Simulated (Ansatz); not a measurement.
Base system: LaBr3 (space group P6_3/m, No. 176; a = 7.9249 Å, c = 4.4500 Å).

Levels (all Ansatz, a first-principles code, PAW): PBEsol (420 eV, no SOC); r2SCAN (500 eV, no spin-orbit coupling); HSE06 (420 eV, no SOC).

At the geometry relaxed with PBEsol, these levels gave the following band gaps, in shuffled order: (a) 3.69 eV, (b) 4.64 eV, (c) 3.14 eV.

**Question.** Match each gap to its level.

**Answer.** (a) r2SCAN; (b) HSE06; (c) PBEsol.

Single points use the geometry relaxed with PBEsol. Whether these cells are dynamically stable was not tested.
